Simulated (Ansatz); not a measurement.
Given:

```
CELL_PARAMETERS angstrom
      0.00000     2.55614     2.55614
      2.42884     0.00000     2.55614
      2.42884     2.55614     0.00000
ATOMIC_POSITIONS crystal
  Cl 0.00000 0.00000 0.00000
  Li 0.50000 0.50000 0.50000
```

No spin polarisation.

Calculations: Ansatz (a first-principles code) r2SCAN, no SOC. k-mesh 11×11×11 (Γ-centred); smearing 0.05 eV (Fermi–Dirac).

### Question
Predict the valence-band top at Γ, gap character and stress.

### Answer
Valence-band top at Γ (three highest levels, from the VBM): 0.00, 0.00, -0.17 eV
Gap character: indirect, Γ → N
Stress (xx, yy, zz, yz, xz, xy; compression positive): (4.14, 1.24, 1.24, 0.00, 0.00, 0.00) GPa

The cells carry an imposed strain or load. No phonon test of stability was made. The cell was made from LiCl in the rock salt structure (space group Fm-3m, No. 225) by this change: uniaxial strain ε_xx = −4.98 %.
